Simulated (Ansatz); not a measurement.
Ag (model structure, P6/mmm, No. 191, 7 atoms in the cell), treated with r²SCAN in Ansatz (PAW).

Settings: plane-wave cutoff 560 eV, 12×12×12 k mesh, Fermi–Dirac smearing 0.05 eV, no spin polarisation, scalar-relativistic PAW data made under PBE.

Cell (relaxed at this level):

Space group P6/mmm (No. 191); a = 5.3275 Å, b = 5.3275 Å, c = 5.2043 Å, α = 90.00°, β = 90.00°, γ = 120.00°

```json
[
 {"atom": "Ag", "site": "2e", "symmetry": "6mm", "x": "0.0000", "y": "0.0000", "z": "0.2530"},
 {"atom": "Ag", "site": "2d", "symmetry": "-6m2", "x": "0.3333", "y": "0.6667", "z": "0.5000"},
 {"atom": "Ag", "site": "3f", "symmetry": "mmm", "x": "0.0000", "y": "0.5000", "z": "0.0000"}
]
```

Question: Predict the bulk modulus B0.

Answer: 
bulk modulus B0: 92.1 GPa

The run finds no gap.

Note: the bulk modulus is −V dP/dV from two relaxed cells at ±2 % in volume; the relaxation could raise the start's symmetry but not lower it, so the cell can be a saddle point.

Computing time: very roughly 8 core-minutes.

A model structure was made by putting elements into a prototype or built by hand; it is no filed structure, need not be a known phase, and can be a saddle point held by its symmetry.

Ansatz is a quantum-chemistry and plane-wave program.
